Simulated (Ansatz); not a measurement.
Start from BP in the zinc blende structure (space group F-43m, No. 216; a = 4.537 Å). Axes: x, y, z lie along the cube axes.

Calculations: Ansatz (a first-principles code), r2SCAN, PAW, cutoff 500 eV, scalar-relativistic without spin-orbit coupling.

Modification: the cell is scaled by 0.9950 in all directions; the atoms relax in the strained cell.

Q: Predict the stress tensor and what it implies for the stiffness.

A: Stress of the strained cell less that of the base (GPa, compression positive):
```
   2.62    0.00    0.00
   0.00    2.62    0.00
   0.00    0.00    2.62
```

Then B = −ΔP/(ΔV/V₀) with ΔV/V₀ = -0.0149 gives secant stiffness values (nonlinear terms included at this strain): B ≈ 176 GPa.

Stability against distortions was not tested.
